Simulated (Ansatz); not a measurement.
```xyz
4
Lattice="2.5239 0.0000 0.0000 -1.2619 2.1857 0.0000 0.0000 0.0000 4.1739" Properties=species:S:1:pos:R:3 pbc="T T T"
B      0.0000     1.4572     0.0014
B      1.2619     0.7286     2.0883
N      0.0000     1.4572     1.5638
N      1.2619     0.7286     3.6508
```

No spin polarisation.

Level of theory: Ansatz (a quantum-chemistry and plane-wave program), PBE, PAW, cutoff 420 eV, no spin-orbit coupling. k-mesh 15×15×8 (Γ-centred); smearing 0.05 eV (Fermi–Dirac).

Question: Predict the electron mass, valence-band top at Γ, band gap and smallest direct gap.

Answer: Electron mass: 0.30 mₑ along c, 0.50 mₑ across (at K)
Valence-band top at Γ (three highest levels, from the VBM): 0.00, 0.00, -0.29 eV
Band gap: 5.15 eV
Smallest direct gap: 8.41 eV

The cells carry an imposed strain or load. Masses are band curvatures over ±0.01 Å⁻¹ around the edge. Whether these cells are dynamically stable was not tested. The cell was made from BN in the wurtzite structure (space group P6_3mc, No. 186) by this change: isotropic strain −1.20 %.
